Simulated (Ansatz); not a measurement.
Take ZrO2 (space group Pnma, No. 62; a = 7.6461 Å, b = 3.4246 Å, c = 5.3940 Å; a cell from a computed database, its experimental status unchecked) as the base.

All numbers come from PBEsol (Ansatz, a program for electronic structure), spin-orbit coupling left out.

Base values:

Band gap: 4.14 eV
Density: 5.79 g/cm³
Smallest direct gap: 4.32 eV
Gap character: indirect, Y–Γ (25 % along) → Γ

Perturbation: cell and atoms relaxed at a pressure of 0.3 GPa.

### Question
What does the calculation give for the band gap after the change?

### Answer
The band gap remains 4.14 eV.

### Question
What happens to the density?

### Answer
The density goes up by 0.011 g/cm³ to 5.81 g/cm³.

### Question
What happens to the smallest direct gap?

### Answer
The smallest direct gap remains 4.32 eV.

### Question
What happens to the gap character?

### Answer
The gap character stays indirect, Y–Γ (25 % along) → Γ.

Load acts through the strain it causes; cell and atoms are relaxed under it. Whether these cells are dynamically stable was not tested. This is not the structure that ZrO2 has at room temperature and ambient pressure.
